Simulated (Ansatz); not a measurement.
## Converging the plane-wave cutoff: CaIr₂ (R3m, 6 atoms in the cell)

```
CaIr2
1.0
    0.00000     3.79002     3.79002
    3.79002     0.00000     3.79002
    3.79002     3.79002     0.00000
Ca Ir
2 4
Direct
  0.25381   0.25381   0.25381
  0.00000   0.00000   0.00000
  0.62500   0.62500   0.62500
  0.12500   0.62500   0.62500
  0.62500   0.62500   0.12500
  0.62500   0.12500   0.62500
```

Method of the run: PBEsol, default PAW files made with PBE (plane waves; Ansatz, a program for electronic structure).

Base settings: basis.ecutwfc = 420 eV; kpoints.mp_grid.grid = 5 5 5; hamiltonian.xc = pbesol; hamiltonian.pseudopotentials = {kind: paw} (the program's default PAW files); scf.occupations.method = fermi_dirac; scf.occupations.width = 0.1 eV.

The second cell is the first with its lattice scaled by 0.98.

The mesh stays at the base's, so the ladder's end is converged at best in this setting alone.

The first pressure column holds Ansatz's estimate of the finite-basis (Pulay) stress, which hides part of the cutoff error; the other is without it.

Only quantities that move along the ladder and can be compared are tabulated.

The count of work is k-points × plane waves × bands × iterations; it is no time. 

The starting cell comes from a database of computed structures (which also holds hypothetical and non-ambient phases and stackings), without a prior relaxation at this level. Its lattice was rescaled by up to half a per cent. One atom was moved a little off its site on purpose. Spin polarisation is off. In the base run, with a pressure of about -6 GPa the cell is away from its equilibrium volume at this level.

```csv
basis.ecutwfc,free energy less the last step's (meV/atom),energy of the compressed cell less the first (meV/atom),pressure (GPa),pressure without the Pulay estimate (GPa),largest difference of a force vector from the last step's (eV/Å),count of work / last
145 eV,37370.54,306.73,-49.26,-945.32,0.429,0.059
170 eV,17971.30,68.70,-17.41,-566.92,0.037,0.069
190 eV,9664.82,-89.34,-15.20,-359.72,0.305,0.082
210 eV,5036.39,42.35,-11.10,-220.18,0.080,0.096
230 eV,2467.04,24.51,-3.56,-127.62,0.041,0.11
250 eV,1145.52,15.86,-4.50,-71.66,0.051,0.12
295 eV,162.69,-6.58,-6.00,-19.52,0.001,0.16
335 eV,19.64,-6.86,-6.16,-8.36,0.001,0.19
380 eV,2.51,-6.96,-6.16,-6.26,0.000,0.23
420 eV,1.86,-7.00,-6.16,-6.20,0.000,0.27
460 eV,1.11,-7.06,-6.17,-6.22,0.000,0.31
505 eV,0.47,-7.10,-6.18,-6.20,0.000,0.35
565 eV,0.23,-7.13,-6.18,-6.19,0.000,0.42
630 eV,0.15,-7.14,-6.18,-6.19,0.000,0.49
735 eV,0.06,-7.14,-6.18,-6.18,0.000,0.63
840 eV,0.03,-7.15,-6.18,-6.18,0.000,0.77
1010 eV,0.00,-7.15,-6.18,-6.18,0.000,1.0
```

Coarsest basis.ecutwfc that holds the free energy within 5 meV/atom of the last step, with all finer ones: 380 eV, at 0.23 of the last step's count of work; the step before is off by 20 meV/atom.

Coarsest basis.ecutwfc that holds the pressure within 0.1 GPa of the last step, with all finer ones: 335 eV, at 0.19 of the last step's count of work; the step before is off by 0.18 GPa.

Coarsest basis.ecutwfc that holds the pressure without the Pulay estimate within 0.5 GPa of the last step, with all finer ones: 380 eV, at 0.23 of the last step's count of work; the step before is off by 2.2 GPa.

The energy difference between the two cells stays within 1 meV/atom of the last step's from 295 eV on, the total only from 505 eV on: much of the error is common to both cells and cancels.

At the lowest cutoff the pressure without the Pulay estimate lies 939 GPa under the last step's, the usual sign of Pulay stress in an incomplete plane-wave basis.

Keys are those of Ansatz 0.2.
